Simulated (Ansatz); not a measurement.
**BaF2: pressure series**

The reference is BaF2 (space group Pnma, No. 62; a = 6.643 Å, b = 4.013 Å, c = 7.857 Å; a cell from a computed database, its experimental status unchecked).

Cell and atoms are relaxed at each pressure.

Level of theory: PBEsol (Ansatz, a first-principles code, PAW, no spin-orbit coupling).

| variant | band gap | density |
|---|---|---|
| base | 7.06 eV | 5.56 g/cm³ |
| pressure −2 GPa | 6.90 eV | 5.34 g/cm³ |
| pressure −1 GPa | 7.02 eV | 5.46 g/cm³ |
| pressure 0.3 GPa | 7.06 eV | 5.59 g/cm³ |
| pressure 0.7 GPa | 7.06 eV | 5.62 g/cm³ |
| pressure 1.5 GPa | 7.07 eV | 5.70 g/cm³ |
| pressure 3 GPa | 7.09 eV | 5.82 g/cm³ |
| pressure 5 GPa | 7.11 eV | 5.97 g/cm³ |
| pressure 7.5 GPa | 7.15 eV | 6.14 g/cm³ |
| pressure 10 GPa | 7.20 eV | 6.31 g/cm³ |

Load acts through the strain it causes; cell and atoms are relaxed under it. Stability against distortions was not tested. Competing high-pressure phases were not computed.
